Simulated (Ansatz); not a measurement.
Base system: CdSe in the zinc blende structure (space group F-43m, No. 216).

```xyz
2
Lattice="0.0000 3.0037 3.0037 3.0037 0.0000 3.0037 3.0037 3.0037 0.0000" Properties=species:S:1:pos:R:3 pbc="T T T"
Cd     0.0000     0.0000     0.0000
Se     1.5019     1.5019     1.5019
```

Cartesian axes are those of the cell as printed.

Method: DFT with LDA, PAW potentials and a 420 eV plane-wave cutoff in Ansatz (an electronic-structure program), spin-orbit coupling left out.

Base values:

The band gap is 0.41 eV and the electron mass is 0.041 mₑ (at Γ).

The change: tensile biaxial strain of 1.50 % in the plane normal to [001], as in epitaxy on a mismatched substrate; the out-of-plane cell vector and the atoms relax.

What happens to the band gap?

The band gap decreases by 0.093 eV, from 0.41 eV to 0.31 eV.

Predict the new electron mass.

The electron mass becomes 0.033 mₑ out of plane, 0.042 mₑ in plane (at Γ) (base: 0.041 mₑ (at Γ)).

Masses are band curvatures over ±0.01 Å⁻¹ around the edge. Gaps are Kohn–Sham eigenvalue differences; semilocal functionals usually give less than the measured gap. Stability against distortions was not tested.
